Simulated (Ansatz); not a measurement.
# TiO (space group P-62m, No. 189; a cell from a computed database, its experimental status unchecked)

```yaml
crystal:
  lattice:
    - [4.95711, 0.00000, 0.00000]
    - [-2.47856, 4.29299, 0.00000]
    - [0.00000, 0.00000, 2.83760]
  atoms:
    - { symbol: Ti, position: [0.66667, 0.33333, 0.50000] }
    - { symbol: Ti, position: [0.33333, 0.66667, 0.50000] }
    - { symbol: Ti, position: [0.00000, 0.00000, 0.00000] }
    - { symbol: O, position: [0.60523, 0.60523, 0.00000] }
    - { symbol: O, position: [0.00000, 0.39477, 0.00000] }
    - { symbol: O, position: [0.39477, 0.00000, 0.00000] }
```

Computed with DFT with PBEsol, PAW potentials and a 420 eV plane-wave cutoff in Ansatz (a first-principles code), no spin-orbit coupling. k-mesh 11×11×16 (Γ-centred); smearing 0.05 eV (Fermi–Dirac).

```yaml
volume_per_atom: 10.06 Å³
density: 5.27 g/cm³
band_gap: zero
total_energy: -1518.805 eV/atom (σ→0; compares only within this code and set-up)
```

Stability against distortions was not tested. No Hubbard U is applied, and correlation can decide whether such a compound is a metal. The final runs are not spin-polarised.
